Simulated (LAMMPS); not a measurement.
LAMMPS 22 Jul 2025, classical MD, EDIP (Si.edip): Si, 2744 atoms.

| Property | Value |
|---|---|
| task | MD, nve |
| potential | EDIP, Si.edip |
| copies of the repeat unit | 7×7×7 |
| shape (slab and sphere leave vacuum in the box) | bulk |
| steps | 2000 |
| timestep | 1 fs |
| thermo | 50 |
| newton | on (default) |
| atom_modify sort (bins of 2 Å where set) | 1000 (default) |
| comm_style | brick (default) |
| box | 38.0 × 38.0 × 38.0 Å |
| start | generated diamond lattice, warmed in an untimed run |

All runs start from one configuration, warmed at this fixed volume for 1000 steps under a thermostat at 900 K. The run at a skin of 2 Å has a mean temperature of 898 K and a mean pressure of 0.3 GPa.

One run each, on a shared machine, so no times are given.

With neigh_modify every 1 delay 0 check yes, skins of 0.1, 0.3, 0.5, 1, 1.5, 2, 3 Å were run. Further schedules:
- skin 2 Å, every 100 delay 0 check no
- skin 1 Å, every 20 delay 0 check no
- skin 2 Å, every 10 delay 0 check yes
- skin 0.3 Å, every 1 delay 10 check yes
- skin 1 Å, every 10 delay 0 check yes
- skin 2 Å, every 1 delay 10 check yes
- skin 0.3 Å, every 20 delay 0 check no

A schedule rebuilds too seldom if it shows a dangerous build, rebuilds less often than the check at every step does at that skin, or fails.

**Question.** How often does the distance check rebuild the lists at each skin, and which schedules rebuild too seldom?

**Answer.** With the check at every step the rebuilds are 683 at 0.1 Å, 278 at 0.3 Å, 168 at 0.5 Å, 75 at 1 Å, 30 at 1.5 Å, 0 at 2 Å, 0 at 3 Å. Too seldom: skin 0.3 Å, every 1 delay 10 check yes; skin 1 Å, every 10 delay 0 check yes; skin 0.3 Å, every 20 delay 0 check no.

| setting | rebuilds | dangerous builds | list entries an atom | change of the total energy (meV/atom) |
|---|---|---|---|---|
| skin 0.1 Å, every 1 delay 0 check yes | 683 | — | 4.00 | under 0.001 |
| skin 0.3 Å, every 1 delay 0 check yes | 278 | — | 4.01 | under 0.001 |
| skin 0.5 Å, every 1 delay 0 check yes | 168 | — | 4.48 | under 0.001 |
| skin 1 Å, every 1 delay 0 check yes | 75 | — | 15.8 | under 0.001 |
| skin 1.5 Å, every 1 delay 0 check yes | 30 | — | 25.4 | under 0.001 |
| skin 2 Å, every 1 delay 0 check yes | 0 | — | 28.1 | under 0.001 |
| skin 3 Å, every 1 delay 0 check yes | 0 | — | 45.1 | under 0.001 |
| skin 2 Å, every 100 delay 0 check no | 20 | not counted | 28.1 | under 0.001 |
| skin 1 Å, every 20 delay 0 check no | 100 | not counted | 15.9 | under 0.001 |
| skin 2 Å, every 10 delay 0 check yes | 0 | 0 | 28.1 | under 0.001 |
| skin 0.3 Å, every 1 delay 10 check yes | 200 | 200 | 4.01 | under 0.001 |
| skin 1 Å, every 10 delay 0 check yes | 66 | 0 | 15.9 | under 0.001 |
| skin 2 Å, every 1 delay 10 check yes | 0 | 0 | 28.1 | under 0.001 |
| skin 0.3 Å, every 20 delay 0 check no | 100 | not counted | 4.01 | under 0.001 |

Where the energy changes as in the checked runs, the late rebuilds cost nothing that shows in this run. List entries are as LAMMPS prints them (Ave neighs/atom).
